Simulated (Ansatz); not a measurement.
PdSb (model structure, started from the CoSn type, P6/mmm, No. 191, 6 atoms in the cell) was calculated with LDA (Ansatz, a first-principles code, plane waves, PAW).

Input:

Ansatz 0.2 input:
```yaml
crystal:
  lattice:
    - [5.6612308964, -0.0000002911, 0.0]
    - [-2.8306151961, 4.9027699185, 0.0]
    - [0.0, 0.0, 4.295038326]
  atoms:
    - { symbol: Pd, position: [0.5, 0.0, 0.0] }
    - { symbol: Pd, position: [0.5, 0.5, 0.0] }
    - { symbol: Pd, position: [0.0, 0.5, 0.0] }
    - { symbol: Sb, position: [0.0, 0.0, 0.0] }
    - { symbol: Sb, position: [0.3333333333, 0.6666666667, 0.5] }
    - { symbol: Sb, position: [0.6666666667, 0.3333333333, 0.5] }
basis:
  ecutwfc: 520
  ecutrho_ratio: 4
  xc_grid: 2
kpoints:
  mp_grid: { grid: [12, 12, 12] }
hamiltonian:
  xc: lda
  dispersion: none
  pseudopotentials: { kind: paw }
scf:
  occupations: { method: fermi_dirac, width: 0.05 }
output:
  forces: true
  stress: true
  eigenvalues: true
relax:
  f_tol: 0.004
  escape_saddle: false
  max_steps: 80
  cell: { stress_tol: 0.02, fix: [volume] }
```

From the output:

```
Relaxation: its limit of steps is 80 (relax.max_steps)
Crystal: 6 atoms, lattice volume = 119.212 Å³
Basis set: ecut = 520 eV, 3195 PW (Γ), exchange–correlation on 90×90×64 points (8 copies of the dense FFT grid, shifted against one another)
Bands: 60, of which v1, the nominal top of the filled ones, is band 50 counted from 1 (49 counted from 0)
Symmetry: 24 space group operations
Space group: P6/mmm (ITA 191), of the structure as read, at distance tolerance 4.9e-5 Å
k-points: 133 of 1728
Functional: x = slater, c = lda
SCF iter   1: F=—  HF=-39542.805097 eV  |F-HF|=—  |Δ(HF+E_count)|=         —  Δρ=1.14e-2  dr2=1.45e-1
SCF iter   2: F=—  HF=-39542.777893 eV  |F-HF|=—  |Δ(HF+E_count)|=   2.72e-2  Δρ=5.13e-3  dr2=3.22e-2
  ...
SCF 1 converged in 7 iterations: F = -39542.769393 eV  dr2 = 7.00e-8
Crystal: 6 atoms, lattice volume = 119.212 Å³
Initial density: handed on by an earlier stage of this run
SCF 2 converged in 6 iterations: F = -39542.769441 eV  dr2 = 2.76e-10
Crystal: 6 atoms, lattice volume = 119.212 Å³
SCF 3 converged in 6 iterations: F = -39542.769445 eV  dr2 = 4.46e-11
Crystal: 6 atoms, lattice volume = 119.212 Å³
SCF iter   7: F=-39542.769446 eV  HF=-39542.769446 eV  |F-HF|=7.28e-12  |Δ(HF+E_count)|=  7.28e-12  Δρ=2.39e-9  dr2=7.01e-15
SCF iter   8: F=-39542.769446 eV  HF=-39542.769446 eV  |F-HF|=0.00e0  |Δ(HF+E_count)|=  7.28e-12  Δρ=1.45e-9  dr2=2.60e-15
SCF 4 converged in 8 iterations: F = -39542.769446 eV  dr2 = 2.60e-15
SCF converged after 8 iterations
Free energy (F): -39542.769446 eV
Internal energy: -39542.741235 eV  (E = F + TS)
E sigma→0 (E₀):  -39542.755341 eV
Fermi energy:    15.417836 eV
--- Forces (eV/Å), atoms counted from 1 ---
  atom   1  Pd     0.00000000     0.00000000     0.00000000
  atom   2  Pd     0.00000000     0.00000000     0.00000000
  atom   3  Pd     0.00000000     0.00000000    -0.00000000
  atom   4  Sb     0.00000000    -0.00000000     0.00000000
  atom   5  Sb    -0.00000000    -0.00000000    -0.00000000
  atom   6  Sb     0.00000000     0.00000000     0.00000000
--- Stress (GPa, compression-positive) ---
        2.610489      -0.000000      -0.000000
       -0.000000       2.610489      -0.000000
       -0.000000      -0.000000       2.610784
  P = ⅓ Tr σ = 2.6106 GPa (26.106 kbar)
```

The cell is one volume of an energy–volume scan, off the minimum.

The PAW data were made under PBE.

Note: the relaxation could raise the start's symmetry but not lower it, so the cell can be a saddle point.

A model structure was made by putting elements into a prototype or built by hand; it is no filed structure, need not be a known phase, and can be a saddle point held by its symmetry.
